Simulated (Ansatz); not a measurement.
**Converging the k-point mesh: CsO₂ (I4mm, 3 atoms in the cell)**

```xyz
3
Lattice="-2.1893 2.1893 3.6378 2.1893 -2.1893 3.6378 2.1893 2.1893 -3.6378" Properties=species:S:1:pos:R:3 pbc="T T T"
Cs     0.0000     0.0000     0.0500
O      0.0000     0.0000     4.3096
O      0.0000     0.0000     2.9660
```

Computed with PBEsol, default PAW files made with PBE (plane waves; Ansatz, an electronic-structure program).

Base settings: basis.ecutwfc = 420 eV; kpoints.mp_grid.grid = 11 11 11; hamiltonian.xc = pbesol; hamiltonian.pseudopotentials = {kind: paw} (the program's default PAW files); scf.occupations.method = fermi_dirac; scf.occupations.width = 0.1 eV.

The second cell is the first with its lattice scaled by 0.98.

Only quantities that move along the ladder and can be compared are tabulated.

The count of work is k-points × plane waves × bands × iterations; it is no time. Core times come from one kind of shared machine, to one figure; runs under 30 s give none.

The starting cell comes from a database of computed structures (which also holds hypothetical and non-ambient phases and stackings), without a prior relaxation at this level. Its lattice was rescaled by up to half a per cent. One atom was moved a little off its site on purpose. Ansatz's pressure includes its estimate of the finite-basis (Pulay) stress.

| kpoints.mp_grid.grid | free energy less the last step's (meV/atom) | energy of the compressed cell less the first (meV/atom) | pressure (GPa) | largest difference of a force vector from the last step's (eV/Å) | count of work / last | core time / last (rough) |
|---|---|---|---|---|---|---|
| 2 2 2 | -2.60 | -0.18 | -1.14 | 0.031 | 0.0013 | – |
| 3 3 3 | 3.08 | -1.37 | -1.20 | 0.005 | 0.0019 | – |
| 4 4 4 | -0.52 | -2.08 | -1.29 | 0.001 | 0.0042 | – |
| 5 5 5 | 0.05 | -1.88 | -1.28 | 0.001 | 0.0058 | – |
| 6 6 6 | 0.02 | -1.98 | -1.28 | 0.000 | 0.0097 | – |
| 7 7 7 | -0.02 | -1.95 | -1.28 | 0.000 | 0.013 | – |
| 8 8 8 | -0.02 | -1.98 | -1.28 | 0.000 | 0.019 | – |
| 9 9 9 | -0.01 | -1.99 | -1.28 | 0.000 | 0.024 | – |
| 10 10 10 | -0.01 | -1.99 | -1.28 | 0.000 | 0.033 | – |
| 11 11 11 | 0.00 | -2.00 | -1.28 | 0.000 | 0.041 | – |
| 14 14 14 | 0.00 | -1.99 | -1.28 | 0.000 | 0.079 | – |
| 17 17 17 | 0.00 | -1.99 | -1.28 | 0.000 | 0.13 | 0.1 |
| 21 21 21 | 0.00 | -1.99 | -1.28 | 0.000 | 0.24 | 0.2 |
| 25 25 25 | 0.00 | -2.00 | -1.28 | 0.000 | 0.38 | 0.4 |
| 28 28 28 | 0.00 | -1.99 | -1.28 | 0.000 | 0.53 | 0.4 |
| 35 35 35 | 0.00 | -1.99 | -1.28 | 0.000 | 1.0 | 1 |

Coarsest kpoints.mp_grid.grid that holds the free energy within 2 meV/atom of the last step, with all finer ones: 4 4 4, at 0.0042 of the last step's count of work; the step before is off by 3.1 meV/atom.

Coarsest kpoints.mp_grid.grid that holds the energy of the compressed cell less the first within 0.2 meV/atom of the last step, with all finer ones: 4 4 4, at 0.0042 of the last step's count of work; the step before is off by 0.62 meV/atom.

Coarsest kpoints.mp_grid.grid that holds the pressure within 0.1 GPa of the last step, with all finer ones: 3 3 3, at 0.0019 of the last step's count of work; the step before is off by 0.14 GPa.

The energy difference between the two cells stays within 1 meV/atom of the last step's from 3 3 3 on, the total only from 4 4 4 on: much of the error is common to both cells and cancels.

Keys are those of Ansatz 0.2.
